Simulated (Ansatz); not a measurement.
# Evanescent states of CdSe (F-43m, zinc blende, 2 atoms a cell, 28.9 Å³ an atom) along the normal of (111)

Computed with r2SCAN (plane waves, PAW; Ansatz, a quantum-chemistry and plane-wave program).

No gap correction and no spin-orbit coupling; mid-gap is the computed energy nearest the middle.

Energies count from the valence-band top; κ is the least over a 12×12 mesh across the current.

| E (eV) | κ (1/Å) | where |
|---|---|---|
| 0.04 | 0.028 | Γ |
| 0.10 | 0.046 | Γ |
| 0.17 | 0.057 | Γ |
| 0.24 | … | Γ |
| 0.32 | … | Γ |
| 0.39 | … | Γ |
| 0.46 | … | Γ |
| 0.53 | … | Γ |
| 0.59 | … | Γ |
| 0.67 | … | Γ |
| 0.73 | … | Γ |
| 0.81 | … | Γ |
| 0.88 | 0.056 | Γ |
| 0.94 | 0.044 | Γ |
| 1.01 | 0.020 | Γ |

### Question
Complete the blanks.

### Answer

- 0.24, κ (1/Å): 0.065
- 0.32, κ (1/Å): 0.071
- 0.39, κ (1/Å): 0.074
- 0.46, κ (1/Å): 0.076
- 0.53, κ (1/Å): 0.077
- 0.59, κ (1/Å): 0.076
- 0.67, κ (1/Å): 0.074
- 0.73, κ (1/Å): 0.070
- 0.81, κ (1/Å): 0.065
